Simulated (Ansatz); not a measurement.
Consider interstitial Cu in wurtzite GaN, charge state +1. Calculation: PBE, PAW (plane waves to 420 eV; Ansatz, a first-principles code).

72-site cell at the relaxed PBE lattice, one k-point at (0.125, 0.250, 0.250), smearing 0.01 eV, spin-restricted, no finite-size correction. No zero-point or tunnelling terms. The charge state is imposed; whether it is stable for some Fermi level was not computed. Sites that were not tried may lie lower.

Barriers: single points on a 2×2×2 k-point mesh shifted by half a step along c at the bands' geometries.

The step: Cu moves alone to another site; the atom moves 2.63 Å along (0.00, 0.00, -0.50) of the unit cell; the moving atom starts with neighbours 3 Ga at 2.38, 3 Ga at 2.42; 3 N at 2.01 Å and ends with 2 Ga at 2.38, Ga at 2.39, 3 Ga at 2.42; 3 N at 2.01 Å.

Task: What migration barrier of this step does PBE, PAW give?

Result: 1.15 eV, the same both ways. At the saddle the moving atom has neighbours 3 Ga at 2.15; 2 N at 2.07, N at 2.08, N at 2.60, N at 2.61, N at 2.62 Å. The saddle point's order was not checked, and it lies on a symmetry element of the cell, where a band can be held.
